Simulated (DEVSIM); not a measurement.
System: abrupt InP n-p junction, at 400 K.

Layer 1 from the left is InP, thickness (μm) 0.430, Nd (cm⁻³) 9.4e15, τn (s) 2e-9, τp (s) 2e-9. Layer 2 from the left is InP, thickness (μm) 6.30, Na (cm⁻³) 4.9e14, τn (s) 2e-9, τp (s) 2e-9.

Left contact: ohmic. Right contact: ohmic. Voltage is applied to the left contact. Recombination: SRH at mid-gap, Auger. Mobility is μmin + (μ − μmin)/(1 + (N/Nref)^α).

The device is made up for the run: typed textbook-type constants, with dimensions and the other settings drawn at random. Values at 300 K; Nc and Nv go as T^1.5, mobilities as T to minus their exponent, the gap by Varshni's rule with the affinity fixed.

InP: gap (eV) 1.344, affinity (eV) 4.38, permittivity 12.5, Nc (cm⁻³) 5.7e17, Nv (cm⁻³) 1.1e19, μn (cm²/Vs) 5200, μp (cm²/Vs) 170, μn,min 400, μp,min 10, Nref,n 3e17, Nref,p 4.9e17, αn 0.47, αp 0.62, T exponent of μn 2, T exponent of μp 2, Cn (cm⁶/s) 9e-31, Cp (cm⁶/s) 9e-31, Varshni α (eV/K) 0.000363, Varshni β (K) 162.

DEVSIM, 1D drift-diffusion, Boltzmann statistics, complete ionisation; no tunnelling, impact ionisation, image-force lowering or self-heating.

**Question.** What does the simulation give for the largest field in the device at zero bias, the dark forward voltage at 1 A/cm², the dark forward voltage at 100 A/cm²?

**Answer.** largest field in the device at zero bias 10000 V/cm; dark forward voltage at 1 A/cm² 0.608 V; dark forward voltage at 100 A/cm² 1.184 V.
